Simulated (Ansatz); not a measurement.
Consider Pt in the fcc (Cu type) structure (space group Fm-3m, No. 225; a = 3.920 Å; relaxed with 0.1 eV smearing). Axes: x, y, z lie along the cube axes.

Level of theory: Ansatz (a quantum-chemistry and plane-wave program) PBEsol, no spin-orbit coupling.

Base values:

The band gap is zero.

It is then changed as follows: tensor shear ε_xy = +1.43 % (engineering shear γ = 0.0286); the atoms relax in the strained cell.

Q: What happens to the band gap?

A: The band gap is still zero.

Q: How does this affect the energy relative to the base?

A: The energy rises by 3.4 meV/atom.

Whether these cells are dynamically stable was not tested. All final runs are without spin polarisation.
